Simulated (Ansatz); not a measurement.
Si vacancy + N on the C site (V_Si+N_C) in 3C silicon carbide (start: the Si site; C 1.90 Å away; 64-site cell, 2×2×2 shifted sampling). All values below come from PBE, PAW (plane waves to 420 eV; Ansatz, a quantum-chemistry and plane-wave program). Total energies of the localised charge states, counted from that of charge 0, and their image corrections (point charge with alignment); the host's valence-band maximum lies at 9.291 eV on the cells' energy zero and its gap is 1.37 eV.

```tsv
charge	moment (μB)	E − E(first) (eV)	correction (eV)
0	1.0	0.000	0.000
−1	2.0	9.648	0.538
```

Question: Derive the transition levels above the valence-band maximum and say which of them are thermodynamic.

Answer: A level is the Fermi energy at which two charges have equal formation energy: ε(q/q′) = [E(q′) + corr(q′) − E(q) − corr(q)] / (q − q′) − E_VBM.
ε(0/−1) = [(9.648 + 0.538) − (0.000 + 0.000)] / 1 − 9.291 = 0.89 eV
Thermodynamic levels at least 0.1 eV inside the gap: (0/−1) at 0.89 eV. They hold to tenths of an eV in this cell. Only the charges listed were compared. At charge −2 the carrier sat in host band states, shallow at most. Charge +1 has its level within 0.1 eV of a band edge or past it. The geometries come from one start. Flagged in the runs: a doubtful potential alignment.
